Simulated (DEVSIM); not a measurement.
System: illuminated Si p-on-n cell, one wavelength, with a back-surface field, at 300 K.

| layer (left to right) | material | thickness (μm) | Nd (cm⁻³) | Na (cm⁻³) | τn (s) | τp (s) | absorption coefficient (cm⁻¹) |
|---|---|---|---|---|---|---|---|
| 1 | Si | 0.0840 | - | 2.6e18 | 2e-6 | 6.2e-6 | 160 |
| 2 | Si | 28.0 | 9.7e16 | - | 1.2e-5 | 1.2e-5 | 160 |
| 3 | Si | 0.290 | 7.5e18 | - | 1.2e-5 | 1.2e-5 | 160 |

Left contact: ohmic, minority electron recombination velocity 300 cm/s. Right contact: ohmic, minority hole recombination velocity 2e6 cm/s. Voltage is applied to the left contact. Recombination: SRH at mid-gap, radiative, Auger. Gap narrowing is on: ΔEg = 6.92 meV × (l + √(l² + 0.5)), l = ln(N/1.3e17 cm⁻³), shared equally by both band edges. Light enters at the left, 4.7e16 photons cm⁻² s⁻¹, one pass, no reflection. Mobility is μmin + (μ − μmin)/(1 + (N/Nref)^α).

This is a model device: material constants are rounded textbook-type values typed into the input, and sizes, dopings and lifetimes were drawn at random. Values at 300 K; Nc and Nv go as T^1.5, mobilities as T to minus their exponent, the gap by Varshni's rule with the affinity fixed.

```tsv
parameter	Si
gap (eV)	1.124
affinity (eV)	4.05
permittivity	11.7
Nc (cm⁻³)	2.86e19
Nv (cm⁻³)	3.1e19
μn (cm²/Vs)	1417
μp (cm²/Vs)	470
μn,min	52
μp,min	45
Nref,n	9.7e16
Nref,p	2.2e17
αn	0.68
αp	0.72
T exponent of μn	2.3
T exponent of μp	2.2
B (cm³/s)	4.7e-15
Cn (cm⁶/s)	2.8e-31
Cp (cm⁶/s)	9.9e-32
Varshni α (eV/K)	0.000473
Varshni β (K)	636
```

Model (solved in DEVSIM): 1D drift-diffusion, Boltzmann statistics, complete ionisation; no tunnelling, impact ionisation, image-force lowering or self-heating.

The temperature was swept, all else fixed.

```csv
temperature (K),dark forward voltage at 1 A/cm² (V),potential step across the device at zero bias (V),open-circuit voltage (V),short-circuit current (mA/cm²)
250,0.817,1.016,0.680,1.79
300,…,0.976,…,…
350,0.648,0.932,0.457,1.87
400,0.559,0.886,0.342,1.88
450,0.468,0.837,0.223,1.88
500,0.374,0.786,0.106,1.87
```

Q: Some entries are withheld; supply them.

A: 
- 300, dark forward voltage at 1 A/cm² (V): 0.734
- 300, open-circuit voltage (V): 0.570
- 300, short-circuit current (mA/cm²): 1.84
